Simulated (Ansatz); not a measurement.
## Input and output of a self-consistent single point for CoAuO2 (P3m1, 8 atoms in the cell) (Ansatz)

Computed with PBEsol, default PAW files made with PBE (plane waves; Ansatz, a first-principles code).

This input was run:

Ansatz 0.2 input:
```yaml
# CoAuO2
crystal:
  lattice:
    - [2.870187, 0.000000, 0.000000]
    - [-1.435093, 2.485655, 0.000000]
    - [0.000000, 0.000000, 12.111667]
  atoms:
    - { symbol: Co, position_ang: [0.000000, 0.000000, 0.049997] }
    - { symbol: Co, position_ang: [0.000000, 0.000000, 6.055834] }
    - { symbol: Au, position_ang: [1.435095, 0.828551, 9.083750] }
    - { symbol: Au, position_ang: [-0.000001, 1.657104, 3.027917] }
    - { symbol: O, position_ang: [-0.000001, 1.657104, 5.109549] }
    - { symbol: O, position_ang: [1.435095, 0.828551, 7.002118] }
    - { symbol: O, position_ang: [1.435095, 0.828551, 11.165382] }
    - { symbol: O, position_ang: [-0.000001, 1.657104, 0.946285] }
basis:
  ecutwfc: 30.9 Ry
kpoints:
  mp_grid: { grid: [13, 13, 3] }
hamiltonian:
  xc: pbesol
  pseudopotentials: { kind: paw }
scf:
  occupations: { method: gaussian, width: 0.0073 Ry }
output:
  forces: true
  eigenvalues: true
  stress: true
```

Log, with long lists cut:

```
WARN the atoms were moved onto the symmetric positions of the space group found under crystal.symmetry.tolerance 1.0e-5 (fractional …
WARN ansatz: RAYON_NUM_THREADS=1 ignored (pool sized by the plan → 1); use --threads N
Pseudopotentials: kind: paw
Pseudopotential: Co, paw, valence charge 17
Pseudopotential: Au, paw, valence charge 19
Pseudopotential: O, paw, valence charge 6
Crystal: 8 atoms, lattice volume = 86.408 Å³
Basis set: ecut = 420.4159175005146 eV, 1709 PW (Γ), exchange–correlation on 40×40×162 points (8 copies of the dense FFT grid, shifted against one another)
Bands: 58, of which v1, the nominal top of the filled ones, is band 48 counted from 1 (47 counted from 0)
Symmetry: 6 space group operations
Space group: P3m1 (ITA 156), of the structure as read, at distance tolerance 4.4e-5 Å
k-points: 56 of 507 (time reversal used)
PAW frozen core: Co, regenerated for the run's functional, and the local potential with it
PAW frozen core: Au, regenerated for the run's functional, and the local potential with it
PAW frozen core: O, regenerated for the run's functional, and the local potential with it
Initial density: superposition of atomic densities (neutral atoms: chi_scale 0, normalization atom), corrected by the library's trained network
Initial wavefunctions: pseudopotential atomic-orbital guess
Eigensolver: davidson
Functional: x = pbesol(κ = 0.804, μ = 0.12345679012345678), c = pbesol(β = 0.046)
SCF iter   1: F=—  HF=-38439.556932 eV  |F-HF|=—  |Δ(HF+E_count)|=         —  Δρ=1.99e-2  dr2=2.64e-1  ethr=1.77e-3  ⟨swp⟩=6.0  Hψ=11437  notcnv=0  defer=8
all-band conjugate gradients solve this SCF's bands
preconditioner: auto → LDOS
SCF iter   2: F=—  HF=-38439.627001 eV  |F-HF|=—  |Δ(HF+E_count)|=   7.01e-2  Δρ=2.63e-2  dr2=5.96e-1  ethr=2.75e-4  ⟨swp⟩=2.0  Hψ=5892  notcnv=0  defer=212
preconditioner: auto → Kerker (q_TF=auto, 2.777 Å⁻¹)
SCF iter   3: F=—  HF=-38439.500208 eV  |F-HF|=—  |Δ(HF+E_count)|=   1.27e-1  Δρ=6.80e-3  dr2=4.19e-2  ethr=2.75e-4  ⟨swp⟩=2.0  Hψ=5176  notcnv=0  defer=212
SCF iter   4: F=—  HF=-38439.490883 eV  |F-HF|=—  |Δ(HF+E_count)|=   9.33e-3  Δρ=1.17e-3  dr2=1.17e-3  ethr=4.36e-5  ⟨swp⟩=2.3  Hψ=4782  notcnv=0  defer=201
SCF iter   5: F=—  HF=-38439.490706 eV  |F-HF|=—  |Δ(HF+E_count)|=   1.77e-4  Δρ=2.54e-4  dr2=1.98e-4  ethr=1.22e-6  ⟨swp⟩=1.6  Hψ=3761  notcnv=0  defer=201
SCF iter   6: F=—  HF=-38439.490679 eV  |F-HF|=—  |Δ(HF+E_count)|=   2.70e-5  Δρ=1.32e-4  dr2=6.13e-5  ethr=2.06e-7  ⟨swp⟩=2.1  Hψ=4423  notcnv=0  defer=201
SCF iter   7: F=—  HF=-38439.490705 eV  |F-HF|=—  |Δ(HF+E_count)|=   2.67e-5  Δρ=6.25e-5  dr2=9.02e-6  ethr=6.39e-8  ⟨swp⟩=2.0  Hψ=3865  notcnv=0  defer=201
SCF iter   8: F=—  HF=-38439.490705 eV  |F-HF|=—  |Δ(HF+E_count)|=   7.43e-7  Δρ=1.81e-5  dr2=2.53e-6  ethr=9.40e-9  ⟨swp⟩=1.0  Hψ=3038  notcnv=0  defer=201
SCF iter   9: F=—  HF=-38439.490704 eV  |F-HF|=—  |Δ(HF+E_count)|=   1.44e-7  Δρ=1.02e-5  dr2=1.18e-6  ethr=2.64e-9  ⟨swp⟩=1.0  Hψ=3038  notcnv=0  defer=201
SCF iter  10: F=—  HF=-38439.490704 eV  |F-HF|=—  |Δ(HF+E_count)|=   9.07e-8  Δρ=8.82e-6  dr2=1.44e-7  ethr=1.22e-9  ⟨swp⟩=1.0  Hψ=3038  notcnv=0  defer=201
SCF iter  11: F=-38439.490704 eV  HF=-38439.490704 eV  |F-HF|=2.91e-8  |Δ(HF+E_count)|=   1.38e-8  Δρ=4.71e-6  dr2=3.53e-8  ethr=1.04e-10  ⟨swp⟩=9.2  Hψ=11375  notcnv=0
SCF 1 converged in 11 iterations: F = -38439.490704 eV  dr2 = 3.53e-8
SCF converged after 11 iterations
Free energy (F): -38439.490704 eV
Harris-Foulkes:  -38439.490704 eV  (|F-HF|=2.91e-8)
Internal energy: -38439.486455 eV  (E = F + TS)
E sigma→0 (E₀):  -38439.488580 eV
Entropy (-TS):   -0.004249 eV (-0.531 meV/atom)
Fermi energy:    15.305005 eV
--- Per-component energies (eV) ---
  E_band       = -1104.179948
  E_kinetic    = 2806.771607
  E_local      = -11859.604945  (includes V_loc(G=0)·N_el)
  E_nonlocal   = 1262.515387
  E_hartree    = 4922.507454
  E_xc         = -1056.103078
  E_vxc        = -1327.196156  (∫ρ·V_xc dr)
  E_paw        = -22699.664363  (= ΣΔE_a)
  E_vpaw       = -1831.695775  (= ΣTr[D̂ρ^β])
  E_aug_tail   = 0.012445  (compensation charges beyond the density's cutoff)
  E_ewald      = -11817.057911
  E_core_change = 1.136948  (= ΣΔE_core)
  E_smearing   = -0.004249  (= −TS)
  E_closure    = 0.000000  (closes the sum)
  Σ components = -38439.490704   (vs F -38439.490704, Δ=0.00e0)
--- Forces (eV/Å), atoms counted from 1 ---
  atom   1  Co     0.00000000     0.00000000    -1.29809540
  atom   2  Co    -0.00000000     0.00000000    -0.00199854
  atom   3  Au     0.00000000    -0.00000000     0.11092401
  atom   4  Au    -0.00000000     0.00000000     0.10842039
  atom   5  O     -0.00000000    -0.00000000     0.23847516
  atom   6  O      0.00000000     0.00000000    -0.21377479
  atom   7  O      0.00000000     0.00000000     0.71643476
  atom   8  O      0.00000000    -0.00000000     0.33962838
  max |Σ_I F_I| component: 1.40e-5 eV/Å
--- Stress (GPa, compression-positive) ---
       -1.088418      -0.000000      -0.000000
       -0.000000      -1.088418      -0.000000
       -0.000000      -0.000000       0.433186
  P = ⅓ Tr σ = -0.5812 GPa (-5.812 kbar)
  The stress holds the Pulay correction. Without it, at fixed plane waves, as pw.x and ABINIT print it: P = -1.2708 GPa
--- Band table (eV; the first three rows and the last of 56) ---
  k-point 0: bands = ["-90.1932", "-90.1761", "-79.8345", "-79.8275", "-43.2932", "-43.2932", "-43.2821", "-43.2821", "-43.1446", "-43.1443", "-41.8065", "-41.7832", "-41.4166", "-41.4166", "-41.4002", "-41.4002", "-5.7589", "-5.6001", "-4.0387", [...]
  k-point 1: bands = ["-90.1932", "-90.1761", "-79.8345", "-79.8275", "-43.2932", "-43.2932", "-43.2821", "-43.2821", "-43.1446", "-43.1443", "-41.8065", "-41.7832", "-41.4166", "-41.4166", "-41.4001", "-41.4001", "-5.7256", "-5.6410", "-3.9701", [...]
  k-point 2: bands = ["-90.1927", "-90.1756", "-79.8342", "-79.8271", "-43.2970", "-43.2941", "-43.2860", "-43.2830", "-43.1440", "-43.1437", "-41.8053", "-41.7821", "-41.4269", "-41.4192", "-41.4104", "-41.4027", "-5.6923", "-5.5329", "-4.0301", [...]
  k-point 55: bands = ["-90.1837", "-90.1666", "-79.8278", "-79.8208", "-43.3442", "-43.3340", "-43.3329", "-43.3229", "-43.1332", "-43.1329", "-41.7837", "-41.7605", "-41.5537", "-41.5372", "-41.5278", "-41.5112", "-4.2483", "-4.0356", "-3.9382", [...]
```

The run converged in 11 iterations.

The starting cell comes from a database of computed structures (which also holds hypothetical and non-ambient phases and stackings), without a prior relaxation at this level. Its lattice was rescaled by up to half a per cent. One atom was moved a little off its site on purpose. Spin-orbit coupling is off. Spin polarisation is off, so a magnetic state, if there is one, cannot be reached. Forces in this geometry exceed 1 eV/Å. Ansatz's pressure includes its estimate of the finite-basis (Pulay) stress. Without the estimate this run gives -1.27 GPa.
